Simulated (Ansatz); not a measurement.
## A computed series for ZrTiO4: response to strain

The parent structure is ZrTiO4 (space group P2_12_12, No. 18; a = 4.725 Å, b = 5.076 Å, c = 5.628 Å; a cell from a computed database, its experimental status unchecked). Axes: x, y, z lie along a, b, c of the conventional cell.

Strains are applied to the cell and any free atomic positions relax; under biaxial strain the out-of-plane vector relaxes too.

Calculations: PBEsol/PAW in Ansatz (an electronic-structure program), no spin-orbit coupling.

Notes on the quantities. pressure: mean of the normal stresses, compression positive.

| change | out-of-plane strain | band gap | pressure | width of the top valence band |
|---|---|---|---|---|
| base | – | 2.78 eV | 0.0 kbar | 0.72 eV |
| biaxial strain −1.62 %, plane normal [001], relaxed out of plane | +1.83 % | 2.84 eV | 34.6 kbar | (withheld) |
| biaxial strain −0.69 %, plane normal [001], relaxed out of plane | +0.75 % | (withheld) | 14.8 kbar | 0.71 eV |
| biaxial strain +1.03 %, plane normal [001], relaxed out of plane | -1.08 % | 2.67 eV | -22.1 kbar | 0.78 eV |
| isotropic strain −4.70 % | – | 2.92 eV | 328.3 kbar | 0.88 eV |

Question: Complete the table.

Answer: 
- biaxial strain −1.62 %, plane normal [001], relaxed out of plane, width of the top valence band: 0.69 eV
- biaxial strain −0.69 %, plane normal [001], relaxed out of plane, band gap: 2.82 eV

Stability against distortions was not tested. The final runs are not spin-polarised.
